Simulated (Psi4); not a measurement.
Psi4 1.11, unrestricted TPSS/def2-svpd: Sr(F)2 triplet ([F][Sr][F]), charge 0, multiplicity 3, 3 atoms. The geometry is a generated start, not checked to be a minimum at this level.

- task = energy
- method = tpss
- basis = def2-svpd
- memory = 3 GB
- maxiter = 100
- keys of the molecule block = symmetry c1
- scf_type = df (default)
- e_convergence = 1e-06 (default)
- d_convergence = 1e-06 (default)
- dft_radial_points = 75 (default)
- dft_spherical_points = 302 (default)
- effective core potentials = those of the basis set, past Kr
- basis functions = 72
- grid points = 66055

```xyz
3

Sr     0.8624     0.0633    -0.1233
F     -0.6594     1.1184    -0.9412
F     -0.2030    -1.1817     1.0645
```

Charge 0 and multiplicity 3 are set for this test and not shown to be the ground state.

With the defaults (guess = auto, which took SAD, damping_percentage = 0, diis = true, scf_initial_accelerator = adiis, diis_max_vecs = 10, diis_start = 1) it converges in 16 SCF iterations. One run each on 2 threads, with these changes:
- scf_initial_accelerator = ediis
- damping_percentage = 60
- damping_percentage = 60, diis = false, scf_initial_accelerator = none
- diis_start = 4
- guess = sap
- diis_max_vecs = 3
- diis_max_vecs = 20
- damping_percentage = 20
- guess = sadno

Question: Which runs fail or end elsewhere than the default run?

Answer: No convergence: damping_percentage = 60; damping_percentage = 60, diis = false, scf_initial_accelerator = none (the run ends without SCF convergence in 100 iterations). Another solution: guess = sadno (110 meV higher); guess = sap (110 meV higher). The rest reach the solution of the defaults.

```json
[
 {"setting": "the defaults", "SCF iterations": "16", "end": "same solution"},
 {"setting": "diis_max_vecs = 20", "SCF iterations": "16", "end": "same solution"},
 {"setting": "scf_initial_accelerator = ediis", "SCF iterations": "16", "end": "same solution"},
 {"setting": "diis_max_vecs = 3", "SCF iterations": "19", "end": "same solution"},
 {"setting": "diis_start = 4", "SCF iterations": "34", "end": "same solution"},
 {"setting": "damping_percentage = 20", "SCF iterations": "39", "end": "same solution"},
 {"setting": "guess = sap", "SCF iterations": "27", "end": "other solution, 110 meV higher"},
 {"setting": "guess = sadno", "SCF iterations": "37", "end": "other solution, 110 meV higher"},
 {"setting": "damping_percentage = 60", "SCF iterations": "100", "end": "no convergence"},
 {"setting": "damping_percentage = 60, diis = false, scf_initial_accelerator = none", "SCF iterations": "100", "end": "no convergence"}
]
```
